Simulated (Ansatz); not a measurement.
SiC (F-43m), PBEsol with spin-orbit coupling, rigid bands (Ansatz, an electronic-structure program): N_c = 1.43e19 cm⁻³ at 300 K and an electron conductivity mass of 0.295 mₑ.

Task: For 1e17 electrons per cm³ at 300 K, place the Fermi level, estimate the Seebeck coefficient of a parabolic band with constant τ, and give mobility and conductivity for τ = 10 fs.

Result: The level lies k_BT ln(N_c/n) = 0.128 eV below the conduction-band minimum. S ≈ −(k_B/e)[ln(N_c/n) + 5/2] = -643 μV/K, against -640 μV/K from the full bands (mean over directions). μ = eτ/m = 59.6 cm²/(V·s) and σ = neμ = 0.955 S/cm. τ is assumed, not computed.

Band transport and this doping are assumed; polarons and phonon drag are left out.
